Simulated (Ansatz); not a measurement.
**Worked example: self-consistent single point of InCu2 (P6_3/mmc, 6 atoms in the cell) in Ansatz (a first-principles code)**

Level of theory: LDA (PW92), default PAW files made with PBE (plane waves; Ansatz).

This input was run:

Ansatz 0.2 input:
```yaml
crystal:
  lattice:
    - [4.46811400, 0.00000000, 0.00000000]
    - [-2.23405700, 3.86950100, 0.00000000]
    - [0.00000000, 0.00000000, 5.38432500]
  atoms:
    - { symbol: In, position_ang: [2.23405923, 1.28983238, 4.03824375] }
    - { symbol: In, position_ang: [-0.00000223, 2.57966862, 1.34608125] }
    - { symbol: Cu, position_ang: [0.00000000, 0.00000000, 0.00000000] }
    - { symbol: Cu, position_ang: [0.00000000, 0.00000000, 2.69216250] }
    - { symbol: Cu, position_ang: [2.23405923, 1.28983238, 1.34608125] }
    - { symbol: Cu, position_ang: [-0.00000223, 2.57966862, 4.03824375] }
basis:
  ecutwfc: 420.0
kpoints:
  mp_grid: { grid: [9, 9, 6] }
hamiltonian:
  xc: lda
  pseudopotentials: { kind: paw }
scf:
  occupations: { method: fermi_dirac, width: 0.1 }
output:
  forces: true
  eigenvalues: true
  stress: true
```

The program printed (abridged):

```
WARN the atoms were moved onto the symmetric positions of the space group found under crystal.symmetry.tolerance 1.0e-5 (fractional …
WARN ansatz: RAYON_NUM_THREADS=1 ignored (pool sized by the plan → 1); use --threads N
Pseudopotentials: kind: paw
Pseudopotential: In, paw, valence charge 13
Pseudopotential: Cu, paw, valence charge 19
Crystal: 6 atoms, lattice volume = 93.092 Å³
Basis set: ecut = 420 eV, 1847 PW (Γ)
Bands: 62, of which v1, the nominal top of the filled ones, is band 51 counted from 1 (50 counted from 0)
Symmetry: 24 space group operations
Space group: P63/mmc (ITA 194), of the structure as read, at distance tolerance 4.5e-5 Å
k-points: 48 of 486
PAW frozen core: In, regenerated for the run's functional, and the local potential with it
PAW frozen core: Cu, regenerated for the run's functional, and the local potential with it
Initial density: superposition of atomic densities (neutral atoms: chi_scale 0, normalization atom), corrected by the library's trained network
Initial wavefunctions: pseudopotential atomic-orbital guess
Eigensolver: davidson
Functional: x = slater, c = lda
SCF iter   1: F=—  HF=-37136.533985 eV  |F-HF|=—  |Δ(HF+E_count)|=         —  Δρ=1.75e-2  dr2=1.32e-1  ethr=1.77e-3  ⟨swp⟩=5.9  Hψ=10908  notcnv=0  defer=34
all-band conjugate gradients solve this SCF's bands
preconditioner: auto → Kerker (q_TF=auto, 2.770 Å⁻¹)
SCF iter   2: F=—  HF=-37136.501323 eV  |F-HF|=—  |Δ(HF+E_count)|=   3.27e-2  Δρ=3.37e-3  dr2=6.02e-3  ethr=1.29e-4  ⟨swp⟩=2.0  Hψ=4942  notcnv=0  defer=107
SCF iter   3: F=—  HF=-37136.499032 eV  |F-HF|=—  |Δ(HF+E_count)|=   2.29e-3  Δρ=2.31e-3  dr2=2.28e-3  ethr=5.90e-6  ⟨swp⟩=2.1  Hψ=4332  notcnv=0  defer=107
SCF iter   4: F=—  HF=-37136.498397 eV  |F-HF|=—  |Δ(HF+E_count)|=   6.35e-4  Δρ=3.43e-4  dr2=5.98e-5  ethr=2.23e-6  ⟨swp⟩=2.0  Hψ=3348  notcnv=0  defer=107
SCF iter   5: F=—  HF=-37136.498416 eV  |F-HF|=—  |Δ(HF+E_count)|=   1.97e-5  Δρ=1.72e-4  dr2=3.21e-5  ethr=5.86e-8  ⟨swp⟩=2.0  Hψ=4063  notcnv=0  defer=107
SCF iter   6: F=—  HF=-37136.498414 eV  |F-HF|=—  |Δ(HF+E_count)|=   2.08e-6  Δρ=1.40e-4  dr2=1.19e-5  ethr=3.15e-8  ⟨swp⟩=2.0  Hψ=3899  notcnv=0  defer=107
SCF iter   7: F=—  HF=-37136.498412 eV  |F-HF|=—  |Δ(HF+E_count)|=   2.66e-6  Δρ=2.42e-5  dr2=5.88e-7  ethr=1.16e-8  ⟨swp⟩=2.0  Hψ=3877  notcnv=0  defer=107
SCF iter   8: F=-37136.498411 eV  HF=-37136.498411 eV  |F-HF|=4.38e-8  |Δ(HF+E_count)|=   3.65e-7  Δρ=5.17e-6  dr2=5.45e-8  ethr=9.80e-11  ⟨swp⟩=8.8  Hψ=14132  notcnv=0
SCF 1 converged in 8 iterations: F = -37136.498411 eV  dr2 = 5.45e-8
SCF converged after 8 iterations
Free energy (F): -37136.498411 eV
Harris-Foulkes:  -37136.498411 eV  (|F-HF|=4.38e-8)
Internal energy: -37136.455350 eV  (E = F + TS)
E sigma→0 (E₀):  -37136.476881 eV
Entropy (-TS):   -0.043061 eV (-7.177 meV/atom)
Fermi energy:    14.298865 eV
--- Per-component energies (eV) ---
  E_band       = -1587.561903
  E_kinetic    = 1690.092511
  E_local      = -20096.428449  (includes V_loc(G=0)·N_el)
  E_nonlocal   = 2330.624528
  E_hartree    = 8795.715658
  E_xc         = -781.341651
  E_vxc        = -661.694837  (∫ρ·V_xc dr)
  E_paw        = -14418.026687  (= ΣΔE_a)
  E_vpaw       = -2441.579635  (= ΣTr[D̂ρ^β])
  E_aug_tail   = 0.000914  (compensation charges beyond the density's cutoff)
  E_ewald      = -14659.459887
  E_core_change = 2.367713  (= ΣΔE_core)
  E_smearing   = -0.043061  (= −TS)
  E_closure    = -0.000000  (closes the sum)
  Σ components = -37136.498411   (vs F -37136.498411, Δ=0.00e0)
--- Forces (eV/Å), atoms counted from 1 ---
  atom   1  In    -0.00000000    -0.00000000    -0.00000000
   [... zero for the other atoms too ...]
  max |Σ_I F_I| component: 8.33e-17 eV/Å
--- Stress (GPa, compression-positive) ---
      -10.127485       0.000000       0.000000
       -0.000000     -10.127485      -0.000000
        0.000000      -0.000000      -9.433433
  P = ⅓ Tr σ = -9.8961 GPa (-98.961 kbar)
  The stress holds the Pulay correction. Without it, at fixed plane waves, as pw.x and ABINIT print it: P = -9.9651 GPa
--- Band table (eV; the first three rows and the last of 48) ---
  k-point 0: bands = ["-98.0154", "-98.0154", "-97.6926", "-97.6904", "-55.8412", "-55.8412", "-55.8411", "-55.8411", "-55.8350", "-55.8345", "-55.5200", "-55.5192", "-55.5192", "-55.5168", "-55.5168", "-55.4891", "-0.4427", "-0.3429", "-0.3390", [...]
  k-point 1: bands = ["-98.0154", "-98.0154", "-97.6925", "-97.6906", "-55.8412", "-55.8412", "-55.8411", "-55.8411", "-55.8350", "-55.8346", "-55.5191", "-55.5191", "-55.5179", "-55.5169", "-55.5169", "-55.4912", "-0.4298", "-0.3562", "-0.3562", [...]
  k-point 2: bands = ["-98.0154", "-98.0154", "-97.6921", "-97.6910", "-55.8412", "-55.8412", "-55.8411", "-55.8411", "-55.8349", "-55.8347", "-55.5186", "-55.5186", "-55.5174", "-55.5174", "-55.5123", "-55.4969", "-0.3989", "-0.3650", "-0.3650", [...]
  k-point 47: bands = ["-98.0154", "-98.0154", "-97.6915", "-97.6915", "-55.8412", "-55.8412", "-55.8411", "-55.8411", "-55.8348", "-55.8348", "-55.5180", "-55.5180", "-55.5179", "-55.5179", "-55.5045", "-55.5045", "-0.3551", "-0.3551", "-0.3186", [...]
```

The run converged in 8 iterations.

The starting cell comes from a database of computed structures (which also holds hypothetical and non-ambient phases and stackings), without a prior relaxation at this level. Its lattice was rescaled by up to half a per cent. Spin polarisation is off. With a pressure of about -10 GPa the cell is away from its equilibrium volume at this level. Ansatz's pressure includes its estimate of the finite-basis (Pulay) stress.
